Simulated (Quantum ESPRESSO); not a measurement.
A self-consistent single point of AlNi (Cmm2, 2 atoms in the cell) with Quantum ESPRESSO.

Method: PBEsol, PSlibrary PAW (PBE) pseudopotentials (plane waves; Quantum ESPRESSO 7.5).

```
CELL_PARAMETERS angstrom
      1.93288    -1.94733     0.00000
      1.93288     1.94733     0.00000
      0.00000     0.00000     3.09013
ATOMIC_POSITIONS crystal
  Al 0.00000 0.00000 0.01618
  Ni 0.50000 0.50000 0.50000
```

Reference input (self-consistent single point, DFT, PBEsol, plane waves, PSlibrary PAW (PBE) pseudopotentials): ecutwfc = 50 Ry; ecutrho = 300 Ry; occupations = smearing; smearing = gauss; degauss = 0.0073499 Ry; input_dft = pbesol; potentials = {Al: Al.pbe-n-kjpaw_psl.1.0.0.UPF, Ni: Ni.pbe-n-kjpaw_psl.1.0.0.UPF}; K_POINTS = automatic 8 8 8 0 0 0; conv_thr = 1e-09 Ry; mixing_beta = 0.7. This run's input differs from it in these lines:

```diff
@@ -14,4 +14,4 @@
     occupations = 'smearing',
-    smearing = 'gauss',
-    degauss = 0.0073499,
+    smearing = 'mp',
+    degauss = 0.00147,
     input_dft = 'pbesol',
@@ -33,3 +33,3 @@
 K_POINTS automatic
-8 8 8  0 0 0
+13 13 13  0 0 0
```

The program printed (abridged):

```
     Self-consistent Calculation

     iteration #  1     ecut=    50.00 Ry     beta= 0.70

     total energy              =    -221.68598313 Ry
     estimated scf accuracy    <       0.16025893 Ry

     iteration #  2     ecut=    50.00 Ry     beta= 0.70

     total energy              =    -221.49939960 Ry
     estimated scf accuracy    <       2.67110743 Ry

     iteration #  3     ecut=    50.00 Ry     beta= 0.70

     total energy              =    -221.79479802 Ry
     estimated scf accuracy    <       0.00059920 Ry

   [... 3 blocks of this kind left out ...]

     iteration #  7     ecut=    50.00 Ry     beta= 0.70

     total energy              =    -221.79641714 Ry
     estimated scf accuracy    <       0.00000003 Ry

     iteration #  8     ecut=    50.00 Ry     beta= 0.70
     End of self-consistent calculation

     Number of k-points >= 100: set verbosity='high' to print the bands.

     the Fermi energy is    12.1937 ev

!    total energy              =    -221.79641719 Ry
     estimated scf accuracy    <          2.4E-10 Ry
     smearing contrib. (-TS)   =      -0.00000301 Ry
     internal energy E=F+TS    =    -221.79641418 Ry

     convergence has been achieved in   8 iterations

     Forces acting on atoms (cartesian axes, Ry/au):

     atom    1 type  1   force =     0.00000000    0.00000000   -0.01329832
     atom    2 type  2   force =     0.00000000    0.00000000    0.01329832

     Total force =     0.018807     Total SCF correction =     0.000003

          total   stress  (Ry/bohr**3)                   (kbar)     P=       18.68
   0.00035174   0.00000000   0.00000000           51.74        0.00        0.00
  -0.00000000   0.00022360   0.00000000           -0.00       32.89        0.00
   0.00000000   0.00000000  -0.00019446            0.00        0.00      -28.61

   JOB DONE.
```

The run converged in 8 iterations. Against the reference run the free energy goes down by 1.2 meV/atom, the pressure goes from 2.03 to 1.87 GPa and the largest force moves little (0.343 to 0.342 eV/Å).

The starting cell comes from a database of computed structures (which also holds hypothetical and non-ambient phases and stackings), without a prior relaxation at this level. Its lattice was rescaled by up to half a per cent. One atom was moved a little off its site on purpose. Spin polarisation is off.

Cost on one core of a shared machine: roughly 80 s.
